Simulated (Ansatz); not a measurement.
N on the 1x1 (111) surface of fcc Cu, one in a 3x3 cell, energies for each (51.4 Å²). Energies are against ½ N2(g), without zero-point or thermal terms; each row is named by its start.

The numbers are results of PBE (plane waves to 420 eV, PAW; Ansatz, an electronic-structure program), not measurements.

Model: 37-atom slab, 6.2 Å thick at the start under the adsorbate (thin: gaps and levels are the slab's own), 4x4x1 mesh, Fermi-Dirac 0.1 eV, dipole correction, 18 atoms held, the rest relaxed; each run with such symmetry as its start has; spin-polarised, no spin-orbit, no U, no dispersion correction.

A negative adsorption energy means that the adsorbate is more stable on the surface than in its reference. Heights count from the host atoms within 0.3 Å of the top one.

```csv
starting site,E_ads (eV),height (Å),nearest host atom (Å),bonded to,Δ work function (eV),lateral drift (Å),moment (μB)
top Cu,___,___,Cu 1.74,Cu,0.75,0.0,1.5
hollow Cu-Cu-Cu over Cu at depth 2.1 Å,1.67,___,Cu 1.84,3 Cu,0.43,0.0,0.0
hollow Cu-Cu-Cu over Cu at depth 4.1 Å,1.57,1.06,Cu 1.84,3 Cu,0.42,0.0,0.0
```

Question: Some entries are withheld; supply them.

Answer: 
- top Cu, E_ads (eV): 3.71
- top Cu, height (Å): 1.71
- hollow Cu-Cu-Cu over Cu at depth 2.1 Å, height (Å): 1.07
